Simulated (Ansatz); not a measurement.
CO, treated with PBE0 (PAW; Ansatz, a program for electronic structure).

Run with plane-wave cutoff 520 eV, 6×6×6 k mesh, Fermi–Dirac smearing 0.03 eV, scalar-relativistic PAW data made under PBE.

Starting structure:

```
CO
1.0
    5.63000     0.00000     0.00000
    0.00000     5.63000     0.00000
    0.00000     0.00000     5.63000
C O
4 4
Cartesian
  5.39354   5.39354   5.39354
  2.57854   3.05146   0.23646
  0.23646   2.57854   3.05146
  3.05146   0.23646   2.57854
  0.37721   0.37721   0.37721
  3.19221   2.43779   5.25279
  5.25279   3.19221   2.43779
  2.43779   5.25279   3.19221
```

Into what structure does the relaxation of cell and atoms lead at this level, with the symmetry of the start kept?

The volume rises by 31 %; final space group P2_13.
```
CO
1.0
    6.15547     0.00000     0.00000
    0.00000     6.15547     0.00000
    0.00000     0.00000     6.15547
C O
4 4
Direct
  0.97045   0.97045   0.97045
  0.47045   0.52955   0.02955
  0.02955   0.47045   0.52955
  0.52955   0.02955   0.47045
  0.07567   0.07567   0.07567
  0.57567   0.42433   0.92433
  0.92433   0.57567   0.42433
  0.42433   0.92433   0.57567
```

Note: the cell comes from a level without a dispersion term, which matters for the spacing of layers, chains or molecules; the volume lies 31 % above that of the published cell.
